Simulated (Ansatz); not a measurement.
NiSO4 (Cmcm, No. 63), treated with HSE06 in Ansatz (PAW).

Run with plane-wave cutoff 500 eV, 6×6×4 k mesh (along the axes of the cell as run), gaussian smearing 0.02 eV, spin-polarised start, scalar-relativistic PAW data made under PBE.

Cell (relaxed with r²SCAN):

```
CELL_PARAMETERS angstrom
      2.58184    -3.92506     0.00000
      2.58184     3.92506     0.00000
      0.00000     0.00000     6.29345
ATOMIC_POSITIONS crystal
  Ni 0.00000 0.00000 0.00000
  Ni 0.00000 0.00000 0.50000
  S  0.64862 0.35138 0.75000
  S  0.35138 0.64862 0.25000
  O  0.22952 0.29925 0.25000
  O  0.77048 0.70075 0.75000
  O  0.29925 0.22952 0.75000
  O  0.70075 0.77048 0.25000
  O  0.25119 0.74881 0.44455
  O  0.74881 0.25119 0.55545
  O  0.74881 0.25119 0.94455
  O  0.25119 0.74881 0.05545
```

Problem. Predict the band gap.

Solution. 
- band gap = 4.76 eV (on the SCF k mesh)

Note: the magnetic order was assumed, not searched for or taken from measurement; a magnet's gap depends somewhat on the PAW data; cell and atoms aren't relaxed at this level (largest force component 0.46 eV/Å, pressure -0.5 GPa).

Static lattice: no zero-point or thermal effects.

Cost on a shared machine: roughly 14 core-minutes.

Ansatz is a quantum-chemistry and plane-wave program.
